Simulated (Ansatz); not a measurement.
Start from MnSi (space group P2_13, No. 198; a = 4.518 Å; ferromagnetic).

(Cell as relaxed with PBE.)

Levels (all Ansatz, a first-principles code, PAW, earlier PAW set): PBE (420 eV, without spin-orbit coupling); r2SCAN (500 eV, spin-orbit coupling left out).

Each level relaxes its own structure.

| base | PBE | r2SCAN |
|---|---|---|
| volume per atom | 11.53 Å³ | 11.85 Å³ |
| lattice parameter a | 8.538 bohr | 8.618 bohr |
| band gap | zero | zero |
| largest site moment | 0.98 μB | 2.19 μB |

Modification: cell and atoms relaxed at a pressure of 1.8 GPa.

```
quantity                                 PBE  r2SCAN
-----------------------------  -------------  ------
magnetic state                 ferromagnetic       ?
largest site moment                  0.97 μB       ?
shortest interatomic distance     4.297 bohr       ?
```

**Question.** What does r2SCAN give?

**Answer.** 
- magnetic state, r2SCAN: ferromagnetic
- largest site moment, r2SCAN: 2.18 μB
- shortest interatomic distance, r2SCAN: 4.374 bohr

PBE's largest site moment lies 1.204 μB below r2SCAN's; PBE's shortest interatomic distance lies 0.077 bohr below r2SCAN's (1.8 %); the two agree on the magnetic state. Neither level is exact; r2SCAN is the comparison here, not a measurement.

Other magnetic orders, which the real material may have, were not ruled out. Load acts through the strain it causes; cell and atoms are relaxed under it. Whether these cells are dynamically stable was not tested.
